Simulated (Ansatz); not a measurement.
Phonon-limited electron mobility of Ge (Fd-3m) in cm²/(V·s), r2SCAN, finite-displacement electron-phonon coupling, linearised Boltzmann equation run with Ansatz (a quantum-chemistry and plane-wave program). Condition of this run: hydrostatic pressure 10 GPa (the target of the relaxation). Geometry: relaxed with this functional, without spin-orbit coupling.

```json
[
 {"Condition": "150 K", "μ": "4900"},
 {"Condition": "200 K", "μ": "…"},
 {"Condition": "250 K", "μ": "1620"},
 {"Condition": "300 K", "μ": "1110"},
 {"Condition": "350 K", "μ": "814"},
 {"Condition": "400 K", "μ": "…"},
 {"Condition": "500 K", "μ": "398"},
 {"Condition": "600 K", "μ": "274"}
]
```

Task: Fill in the missing entries.

Result: 
- 200 K, μ: 2600
- 400 K, μ: 622

Task: What exponent p of μ ∝ T^−p fits 200 to 400 K (along x)?

Result: p ≈ 2.1; acoustic deformation-potential scattering alone gives 1.5.

Scattering by harmonic phonons alone: no impurities, screening or carrier-carrier scattering, bands fixed at 0 K. From a coarser fine mesh the values given move by up to 5 %. The mesh was bound by memory.
